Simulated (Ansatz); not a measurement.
Start from ZnS in the wurtzite structure (space group P6_3mc, No. 186; a = 3.7383 Å, c = 6.1429 Å). Axes: x lies along a and z along c of the hexagonal cell.

The values are results of LDA/PAW in Ansatz (a first-principles code), without spin-orbit coupling, not measurements.

Strains are applied to the cell and any free atomic positions relax; under biaxial strain the out-of-plane vector relaxes too.

One change was made to it. Results:

| quantity | base | after |
|---|---|---|
| band gap | 2.19 eV | 2.11 eV |
| electron mass | 0.15 mₑ along c, 0.18 mₑ across (at Γ) | 0.16 mₑ out of plane, 0.17 mₑ in plane (at Γ) |

**Question.** Which of these changes matches the shifts?
A) biaxial strain +0.60 %, plane normal [001], relaxed out of plane
B) biaxial strain +1.80 %, plane normal [001], relaxed out of plane
C) biaxial strain +2.40 %, plane normal [001], relaxed out of plane
D) biaxial strain +1.20 %, plane normal [001], relaxed out of plane
E) biaxial strain +3.00 %, plane normal [001], relaxed out of plane

**Answer.** B, biaxial strain +1.80 %, plane normal [001], relaxed out of plane. For comparison, the band gap in the other runs: biaxial strain +2.40 %, plane normal [001], relaxed out of plane gives 2.05 eV; biaxial strain +3.00 %, plane normal [001], relaxed out of plane gives 1.99 eV; biaxial strain +1.20 %, plane normal [001], relaxed out of plane gives 2.17 eV; biaxial strain +0.60 %, plane normal [001], relaxed out of plane gives 2.18 eV.

Masses are band curvatures over ±0.01 Å⁻¹ around the edge. Whether these cells are dynamically stable was not tested.
